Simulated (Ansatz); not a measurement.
The parent structure is an 8-atom supercell of InAgTe2 in the chalcopyrite structure (space group I-42d, No. 122; a = 6.5688 Å, c = 13.0031 Å) at its relaxed geometry.

The values are results of Ansatz (a quantum-chemistry and plane-wave program), PBE, PAW, cutoff 420 eV, without spin-orbit coupling, not measurements.

Now apply this change: one Ag atom is added in an open site, starting 2.81 Å from the nearest host atom, atoms relaxed at fixed cell, starting from a slightly rattled geometry.

Problem. Estimate the effect on the largest displacement of a host atom from its site in the perfect cell and final site of the added atom.

Solution. The largest displacement of a host atom from its site in the perfect cell comes out as 0.43 Å; the final site of the added atom amounts to 4 Te at 2.92–3.03 Å and 2 Ag at 2.93–3.03 Å and 2 In at 3.01–3.24 Å.

The cell is small, so the values are those of an ordered compound at a high defect concentration; dilute-limit values will differ. All final runs are without spin polarisation. The defect cell is not spin-polarised.
